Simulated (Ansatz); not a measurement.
Consider GaSe in the beta-GaS type structure (space group P6_3/mmc, No. 194; a = 3.769 Å, c = 15.964 Å; layered, stacked along the Cartesian z axis). Axes: x lies along a and z along c of the hexagonal cell.

Method: Ansatz (a quantum-chemistry and plane-wave program) PBE-D3(BJ), no spin-orbit coupling, earlier PAW set.

It is then changed as follows: uniaxial stress, 8 GPa compression along z, with the cell and atoms free to relax against it.

Q: What does the calculation give for the strain response and energy relative to the base after the change?

A: The strain response (xx, yy, zz) is (+2.54, +2.54, −11.53) %; the energy goes up by 63 meV/atom.

Stability under load was not tested beyond the relaxation.
